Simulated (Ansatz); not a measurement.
**Ir₂CuS₄ (Fd-3m): band-structure transport figures**

Here is the system:

```
CELL_PARAMETERS angstrom
      0.00000     4.89145     4.89145
      4.89145     0.00000     4.89145
      4.89145     4.89145     0.00000
ATOMIC_POSITIONS crystal
  Cu 0.75000 0.75000 0.75000
  Cu 0.50000 0.50000 0.50000
  Ir 0.12500 0.12500 0.62500
  Ir 0.12500 0.62500 0.12500
  Ir 0.12500 0.12500 0.12500
  Ir 0.62500 0.12500 0.12500
  S  0.88474 0.34579 0.88474
  S  0.36526 0.36526 0.36526
  S  0.34579 0.88474 0.88474
  S  0.36526 0.36526 0.90421
  S  0.88474 0.88474 0.34579
  S  0.90421 0.36526 0.36526
  S  0.88474 0.88474 0.88474
  S  0.36526 0.90421 0.36526
```

All values below come from r2SCAN, rigid bands (plane waves, PAW, scalar-relativistic; Ansatz, a program for electronic structure). Condition of this run: functional r2SCAN on the same cell. Cell: cell and atoms relaxed with PBEsol.

```yaml
density of states at the Fermi level: 7.09 states/(eV·cell), both spins
bare Sommerfeld coefficient: 1.19 mJ/(mol of atoms·K²)
drude_plasma_energy: 2.3 eV
root-mean-square Fermi velocity: 2.6e5 m/s
resistivity times τ: 92 ×10⁻²² Ω·m·s
```

A metal at this level (no band gap); rigid bands, thermally averaged at 300 K, both spins. Spin-orbit coupling is left out, which matters with elements this heavy. τ is one relaxation time for all states.

Formula and space group known from diffraction (Crystallography Open Database), not checked to be the room-temperature form: Ir2CuS4 (Fd-3m).
